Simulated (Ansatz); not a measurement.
Consider this model of amorphous Si₃₀N₄₄Hf₃.

```xyz
77
Lattice="9.8006 -0.0004 0.0660 -0.0004 9.5074 0.0086 0.0660 0.0086 9.3387" Properties=species:S:1:pos:R:3 pbc="T T T"
Si     4.1736     4.0881     3.0368
Si     4.0071     2.2812     8.4419
Si     8.6788     1.5722     8.2965
Si     1.9907     8.7433     5.3004
Si     6.9285     1.1951     4.3884
Si     7.0373     3.5237     3.3900
Si     3.8379     7.7611     2.2808
Si     6.3995     1.6265     1.1815
Si     8.8952     9.0702     6.0095
Si     9.8071     3.9246     3.3591
Si     7.9525     8.6969     2.6226
Si     4.9931     8.1724     5.3776
Si     2.7101     4.1700     6.7263
Si     8.6975     3.5693     5.9747
Si     0.3356     6.2129     5.5327
Si     6.5306     3.4981     8.0048
Si     3.7426     1.3180     1.8949
Si     5.7668     8.3763     0.5562
Si     1.0000     7.4620     0.7353
Si     1.3473     1.6767     6.7833
Si     5.9048     6.4287     2.8451
Si     3.4560     8.2457     8.0429
Si     6.0138     0.5617     7.1498
Si     1.6134     0.6931     9.2828
Si     8.3402     7.0211     1.0031
Si     2.2859     5.3506     2.1838
Si     2.7589     5.9731     5.1213
Si     2.3393     2.1211     4.2361
Si     4.8540     5.9275     7.1121
Si     4.1077     5.1211     9.2415
N      5.0892     9.0573     8.3427
N      8.9500     7.3499     6.1881
N      3.4259     8.3585     6.2433
N      0.9176     4.4383     1.9154
N      9.6421     2.5751     7.1444
N      4.6856     7.3628     3.8571
N      5.6516     4.9335     8.3919
N      7.7861     4.3804     7.1855
N      1.6003     5.4481     6.4322
N      8.3590     3.8881     2.3718
N      9.4791     8.3448     1.6912
N      4.3046     9.2436     1.7149
N      7.2374     7.4058     9.1920
N      3.6804     4.6487     1.4705
N      7.8338     0.4289     7.1999
N      7.4679     2.5618     9.2446
N      5.9105     7.0495     6.3656
N      7.5476     2.7586     4.9248
N      3.2009     3.8377     8.3472
N      4.7542     2.0576     0.6632
N      4.0321     5.0487     5.9397
N      9.4030     4.7667     4.8621
N      6.4412     1.9878     2.8812
N      3.7621     6.5686     8.3277
N      7.5434     7.0036     2.6429
N      2.1055     1.2151     1.4446
N      9.6424     6.1567     0.2611
N      9.7664     1.3572     0.1796
N      1.5110     7.2053     4.6737
N      5.7951     4.7238     3.2814
N      2.8354     4.9673     3.7497
N      0.7353     0.1230     6.1954
N      1.8738     8.4988     8.9185
N      5.8043     0.2334     5.4069
N      2.2545     0.3459     4.0228
N      3.7381     2.4356     3.2716
N      2.2504     7.0332     1.8616
N      8.2874     0.0260     4.1435
N      2.3752     2.6893     5.8444
N      5.4687     2.2193     7.4115
N      0.6756     2.4046     3.7027
N      6.9268     9.4875     1.4063
N      5.1016     6.9198     1.3898
N      2.5885     1.2959     8.0007
Hf     9.3626     3.9868     0.5797
Hf     7.5528     6.4658     7.4342
Hf     0.6608     0.6276     2.7091
```

Calculation: PBE, scalar-relativistic without spin-orbit coupling (plane waves to 420 eV, PAW; Ansatz, an electronic-structure program).

It comes from a melt-quench run on a machine-learned potential (CHGNet), relaxed afterwards by DFT. N atoms were pushed apart under 1.9 Å during the dynamics, to hinder bonds among them. The hot cell started wider than the set density and was brought back towards it in steps. It is the lowest in DFT energy of 2 quenches. It is a model cell: composition and starting density were chosen by hand, and all elements were melted together. No dispersion term was used. Its density started from a set value of 3.81 and ended at 3.81 g/cm³. The quench (nominally 450 K/ps over its main leg) was far faster than any real one, so the model tends to hold more defects than a real film. Values belong to this one cell and scatter from quench to quench. The volume was held where the preparation left it and the shape relaxed, at a PBE pressure of 0.6 GPa. Stress components on the final sampling reach 0.6 GPa.

Bonds are counted up to Si-Si 2.60 Å, Si-N 2.16 Å, Si-Hf 2.89 Å, N-N 1.70 Å, N-Hf 2.71 Å, Hf-Hf 3.34 Å. Two cations that share two anions don't count as bonded, nor two that share one unless they lie closer than Si-Si 2.38 Å, Si-Hf 2.81 Å, Hf-Hf 3.25 Å.

Give the coordination numbers, mean bond lengths and angles.


```yaml
Mean coordination of Si by anions: 4.03 (29 with 4, 1 with 5)
Mean coordination of N: 3.09 (40 with 3, 4 with 4)
Mean coordination of Hf by anions: 5.00 (3 with 5)
Mean Si-N bond: 1.767 Å (spread 0.057 Å, 121 counted)
Mean N-Hf bond: 2.229 Å (spread 0.250 Å, 15 counted)
Bond angle at Si: mean 109.0°, spread 12.8°
Bond angle at N: mean 114.9°, spread 18.2°
Bond angle at Hf: mean 104.7°, spread 29.5°
```

Which atoms depart from the most common coordination of their element?

Si18 has 5 (N73 1.81 Å, N72 1.82 Å, N31 1.85 Å, N43 1.85 Å, N42 2.06 Å); N37 has 4 (Si16 1.73 Å, Si30 1.77 Å, Si29 1.81 Å, Hf76 2.62 Å); N41 has 4 (Si19 1.82 Å, Si11 1.82 Å, Si25 1.88 Å, Hf77 2.32 Å); N46 has 4 (Si16 1.81 Å, Si3 1.83 Å, Si8 1.87 Å, Hf75 2.52 Å); N68 has 4 (Si11 1.78 Å, Si5 1.81 Å, Si9 2.01 Å, Hf77 2.64 Å).

List the pairs of like atoms that count as bonded by the rules above.

There are none by these rules.
